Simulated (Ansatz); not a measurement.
Take InAs in the zinc blende structure (space group F-43m, No. 216; a = 6.187 Å) as the base.

(Cell as relaxed with PBE.)

Levels (all Ansatz, an electronic-structure program, PAW, earlier PAW set): PBE (420 eV, no spin-orbit coupling); PBEsol (420 eV, no SOC).

Each level relaxes its own structure.

```
base                      PBE    PBEsol
-------------------  --------  --------
volume per atom      29.60 Å³  28.20 Å³
lattice parameter a   6.187 Å   6.087 Å
band gap                 zero      zero
```

Now apply this change: Ga takes the place of In on all its sites, then cell and atoms are relaxed.

| quantity | PBE | PBEsol |
|---|---|---|
| band gap | 0.16 eV | 0.42 eV |
| lattice parameter a | 5.746 Å | 5.659 Å |

PBE's band gap lies 0.26 eV below PBEsol's; PBE's lattice parameter a lies 0.087 Å above PBEsol's (1.5 %). Neither level is exact; PBEsol is the comparison here, not a measurement.

Stability against distortions was not tested. All final runs are without spin polarisation. A zero or small gap of GaAs and InAs can be the functional's error rather than a property of the material.
